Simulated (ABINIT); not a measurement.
## A self-consistent single point of C3N4 (P-43m, 7 atoms in the cell) with ABINIT

Method: PBEsol, PAW (JTH v2.0 PBE PAW, files made for PBE) (plane waves; ABINIT 10.0.3).

Input as run:

```
# C3N4, JTH v2.0 PBE PAW
pp_dirpath "./"
pseudos "C.GGA_PBE-JTH.xml, N.GGA_PBE-JTH.xml"
acell 3.4567600000 3.4567600000 3.4567600000 Angstrom
rprim
         1.0000000000    0.0000000000    0.0000000000
         0.0000000000    1.0000000000    0.0000000000
         0.0000000000    0.0000000000    1.0000000000
natom 7
ntypat 2
znucl 6 7
typat 1 1 1 2 2 2 2
xred
         0.0000000000    0.0000000000    0.5000000000
         0.5000000000    0.0000000000    0.0000000000
         0.0000000000    0.5000000000    0.0000000000
         0.2456900000    0.2456900000    0.7543100000
         0.2456900000    0.7543100000    0.2456900000
         0.7543100000    0.7543100000    0.7543100000
         0.7543100000    0.2456900000    0.2456900000
ecut 26
pawecutdg 52
pawxcdev 0
ixc -116133
occopt 1
nband 19
kptopt 1
ngkpt 10 10 10
nshiftk 1
shiftk 0 0 0
nstep 60
tolvrs 1.0e-11
diemac 6
prtwf 0
prtden 0
enunit 2
```

Log, with long lists cut:

```
 Symmetries : space group P-4 3 m (#215); Bravais cP (primitive cubic)

 -outvars: echo values of preprocessed input variables --------
            acell      6.5323297071E+00  6.5323297071E+00  6.5323297071E+00 Bohr
           diemac      6.00000000E+00
             ecut      2.60000000E+01 Hartree
           enunit           2
              ixc     -116133
         kptrlatt       10    0    0      0   10    0      0    0   10
          kptrlen      6.53232971E+01
            natom           7
            nband          19
            ngfft          30      30      30
          ngfftdg          45      45      45
             nkpt          56
            nstep          60
             nsym          24
           ntypat           2
        pawecutdg      5.20000000E+01 Hartree
         pawxcdev           0
          spgroup         215
           tolvrs      1.00000000E-11
            typat      1  1  1  2  2  2  2
           useylm           1
             xred      0.0000000000E+00  0.0000000000E+00  5.0000000000E-01
                       5.0000000000E-01  0.0000000000E+00  0.0000000000E+00
                       0.0000000000E+00  5.0000000000E-01  0.0000000000E+00
                       2.4569000000E-01  2.4569000000E-01  7.5431000000E-01
                       2.4569000000E-01  7.5431000000E-01  2.4569000000E-01
                       7.5431000000E-01  7.5431000000E-01  7.5431000000E-01
                       7.5431000000E-01  2.4569000000E-01  2.4569000000E-01
            znucl        6.00000    7.00000

== DATASET  1 ==================================================================

 Real(R)+Recip(G) space primitive vectors, cartesian coordinates (Bohr,Bohr^-1):
 R(1)=  6.5323297  0.0000000  0.0000000  G(1)=  0.1530847  0.0000000  0.0000000
 R(2)=  0.0000000  6.5323297  0.0000000  G(2)=  0.0000000  0.1530847  0.0000000
 R(3)=  0.0000000  0.0000000  6.5323297  G(3)=  0.0000000  0.0000000  0.1530847
 Unit cell volume ucvol=  2.7874321E+02 bohr^3
 Angles (23,13,12)=  9.00000000E+01  9.00000000E+01  9.00000000E+01 degrees

 Coarse grid specifications (used for wave-functions):

 getcut: wavevector=  0.0000  0.0000  0.0000  ngfft=  30  30  30
         ecut(hartree)=     26.000   => boxcut(ratio)=   2.00079

 Fine grid specifications (used for densities):

 getcut: wavevector=  0.0000  0.0000  0.0000  ngfft=  45  45  45
         ecut(hartree)=     52.000   => boxcut(ratio)=   2.07500

   8.15871277E+02                                ecore*ucvol(ha*bohr**3)

_setup2: Arith. and geom. avg. npw (full set) are    1764.537    1764.509

--- !BeginCycle
solver: {iscf: 17, nstep: 60, nline: 4, wfoptalg: 10, }
tolerances: {tolvrs: 1.00E-11, }
...

     iter   Etot(hartree)      deltaE(h)  residm     nres2
 ETOT  1  -57.036066823279    -5.704E+01 9.358E-02 5.750E+01
 ETOT  2  -57.038961204760    -2.894E-03 6.340E-02 1.119E+01
 ETOT  3  -57.026386426898     1.257E-02 6.034E-03 9.442E-01
 ETOT  4  -57.025341101719     1.045E-03 2.054E-03 1.529E-02
 ETOT  5  -57.025372385942    -3.128E-05 1.337E-03 1.333E-03
 ETOT  6  -57.025374893716    -2.508E-06 1.006E-03 3.018E-05
 ETOT  7  -57.025374989041    -9.533E-08 7.229E-04 3.826E-07
 ETOT  8  -57.025374990320    -1.279E-09 5.072E-04 1.806E-08
 ETOT  9  -57.025374990364    -4.448E-11 2.083E-04 5.531E-10
 ETOT 10  -57.025374990364    -6.395E-14 1.539E-04 4.187E-11
 ETOT 11  -57.025374990365    -5.116E-13 1.499E-04 9.100E-13

 At SCF step   11       nres2   =  9.10E-13 < tolvrs=  1.00E-11 =>converged.

 Cartesian components of stress tensor (hartree/bohr^3)
  sigma(1 1)=  3.38266939E-04  sigma(3 2)=  0.00000000E+00
  sigma(2 2)=  3.38266939E-04  sigma(3 1)=  0.00000000E+00
  sigma(3 3)=  3.38266939E-04  sigma(2 1)=  0.00000000E+00

 ----iterations are completed or convergence reached----

 reduced coordinates (array xred) for    7 atoms
       0.000000000000      0.000000000000      0.500000000000
       0.500000000000      0.000000000000      0.000000000000
       0.000000000000      0.500000000000      0.000000000000
       0.245690000000      0.245690000000      0.754310000000
       0.245690000000      0.754310000000      0.245690000000
       0.754310000000      0.754310000000      0.754310000000
       0.754310000000      0.245690000000      0.245690000000
 cartesian forces (eV/Angstrom) at end:
    1     -0.00000000000000    -0.00000000000000    -0.00000000000000
    2     -0.00000000000000    -0.00000000000000    -0.00000000000000
    3     -0.00000000000000    -0.00000000000000    -0.00000000000000
    4     -0.05172904767782    -0.05172904767782     0.05172904767782
    5     -0.05172904767782     0.05172904767782    -0.05172904767782
    6      0.05172904767782     0.05172904767782     0.05172904767782
    7      0.05172904767782    -0.05172904767782    -0.05172904767782
 frms,max,avg= 3.9103484E-02 5.1729048E-02   0.000E+00  0.000E+00  0.000E+00 e/A
 length scales=  6.532329707114  6.532329707114  6.532329707114 bohr
              =  3.456760000000  3.456760000000  3.456760000000 angstroms
 Fermi (or HOMO) energy (hartree) =   0.38353   Average Vxc (hartree)=  -0.49359
 Eigenvalues (hartree) for nkpt=  56  k points:
 kpt#   1, nband= 19, wtk=  0.00100, kpt=  0.0000  0.0000  0.0000 (reduced coord)
  -0.52340   -0.24732   -0.24732   -0.24732   -0.17119   -0.17119    0.05156    0.05156
   0.05156    0.10503    0.14692    0.14692    0.14692    0.38353    0.38353    0.38353
   0.47063    0.47063    0.47063
 prteigrs : prtvol=0 or 1, do not print more k-points.

 Fermi (or HOMO) energy (eV) =  10.43633   Average Vxc (eV)= -13.43121
 Eigenvalues (   eV  ) for nkpt=  56  k points:
 kpt#   1, nband= 19, wtk=  0.00100, kpt=  0.0000  0.0000  0.0000 (reduced coord)
 -14.24245   -6.73002   -6.73002   -6.73002   -4.65837   -4.65837    1.40294    1.40294
   1.40294    2.85811    3.99783    3.99783    3.99783   10.43633   10.43633   10.43633
  12.80659   12.80659   12.80659
 prteigrs : prtvol=0 or 1, do not print more k-points.

--- !EnergyTerms
comment             : Components of total free energy in Hartree
kinetic             :  3.43236615644266E+01
hartree             :  7.66309767013986E+00
xc                  : -1.71325773960781E+01
Ewald energy        : -5.67792703962487E+01
psp_core            :  2.92696381526574E+00
local_psp           : -3.49350781975875E+01
spherical_terms     :  6.90782775312592E+00
total_energy        : -5.70253751869563E+01
total_energy_eV     : -1.55173937397279E+03
...

-Cartesian components of stress tensor (GPa)         [Pressure= -9.9522E+00 GPa]
- sigma(1 1)=  9.95215525E+00  sigma(3 2)=  0.00000000E+00
- sigma(2 2)=  9.95215525E+00  sigma(3 1)=  0.00000000E+00
- sigma(3 3)=  9.95215525E+00  sigma(2 1)=  0.00000000E+00

 Calculation completed.
```

The run converged in 11 iterations.

The starting cell comes from a database of computed structures (which also holds hypothetical and non-ambient phases and stackings), without a prior relaxation at this level. The potentials were made for another functional than the one used. With a pressure of about -10 GPa the cell is away from its equilibrium volume at this level.

Cost on one core of a shared machine: roughly 60 s.
